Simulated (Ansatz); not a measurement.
## GaP: element substitutions

Start from GaP in the zinc blende structure (space group F-43m, No. 216; a = 5.506 Å).

Each row replaces one element on all its sites; cell and atoms are relaxed.

Computed with PBE (Ansatz, an electronic-structure program; PAW; 420 eV plane waves; scalar-relativistic without spin-orbit coupling), earlier PAW set.

```tsv
change	lattice parameter a	band gap
base	5.506 Å	1.58 eV
Ga → B	___	___
P → As	___	0.16 eV
P → C	4.694 Å	___
```

**Question.** What belongs in the blanks?

**Answer.** 
- Ga → B, lattice parameter a: 4.548 Å
- Ga → B, band gap: 1.25 eV
- P → As, lattice parameter a: 5.746 Å
- P → C, band gap: zero

Whether these cells are dynamically stable was not tested. As relaxed here, GaC is a hypothetical phase, not in the database extracts checked. All final runs are without spin polarisation. An odd electron count without spin: GaC. The zero or small gap of GaAs can change with the level of theory.
